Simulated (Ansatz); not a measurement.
## Pd, response to strain

The reference is Pd in the fcc (Cu type) structure (space group Fm-3m, No. 225; a = 3.8777 Å; relaxed with 0.1 eV smearing). Axes: x, y, z lie along the cube axes.

Strains are applied to the cell and any free atomic positions relax; under biaxial strain the out-of-plane vector relaxes too.

Computed with PBEsol/PAW in Ansatz (an electronic-structure program), without spin-orbit coupling.

Notes on the quantities. energy relative to the base: free energy F; in-plane stress: mean in-plane stress (compression positive).

```json
[
 {"change": "base", "out-of-plane strain": "–", "energy relative to the base": "0 meV/atom", "in-plane stress": "–"},
 {"change": "biaxial strain −2.50 %, plane normal [111], relaxed out of plane", "out-of-plane strain": "+2.34 %", "energy relative to the base": "+21 meV/atom", "in-plane stress": "+9.8 GPa"},
 {"change": "biaxial strain −1.67 %, plane normal [111], relaxed out of plane", "out-of-plane strain": "+1.55 %", "energy relative to the base": "+9.1 meV/atom", "in-plane stress": "+6.2 GPa"},
 {"change": "biaxial strain −1.25 %, plane normal [111], relaxed out of plane", "out-of-plane strain": "+1.15 %", "energy relative to the base": "+5.0 meV/atom", "in-plane stress": "+4.5 GPa"},
 {"change": "biaxial strain −0.83 %, plane normal [111], relaxed out of plane", "out-of-plane strain": "+0.76 %", "energy relative to the base": "?", "in-plane stress": "+2.9 GPa"},
 {"change": "biaxial strain −0.42 %, plane normal [111], relaxed out of plane", "out-of-plane strain": "+0.38 %", "energy relative to the base": "+0.5 meV/atom", "in-plane stress": "+1.4 GPa"},
 {"change": "biaxial strain +1.25 %, plane normal [111], relaxed out of plane", "out-of-plane strain": "-1.12 %", "energy relative to the base": "+4.5 meV/atom", "in-plane stress": "-3.8 GPa"},
 {"change": "biaxial strain +1.67 %, plane normal [111], relaxed out of plane", "out-of-plane strain": "-1.49 %", "energy relative to the base": "?", "in-plane stress": "-5.0 GPa"},
 {"change": "biaxial strain +2.08 %, plane normal [111], relaxed out of plane", "out-of-plane strain": "-1.84 %", "energy relative to the base": "+12 meV/atom", "in-plane stress": "?"},
 {"change": "biaxial strain +2.50 %, plane normal [111], relaxed out of plane", "out-of-plane strain": "-2.21 %", "energy relative to the base": "+17 meV/atom", "in-plane stress": "-7.0 GPa"}
]
```

Task: What belongs in the blanks?

Result: 
- biaxial strain −0.83 %, plane normal [111], relaxed out of plane, energy relative to the base: +2.2 meV/atom
- biaxial strain +1.67 %, plane normal [111], relaxed out of plane, energy relative to the base: +7.8 meV/atom
- biaxial strain +2.08 %, plane normal [111], relaxed out of plane, in-plane stress: -6.0 GPa

Whether these cells are dynamically stable was not tested. All final runs are without spin polarisation. Pd lies near a magnetic instability that expansion can trigger; it was not tested.
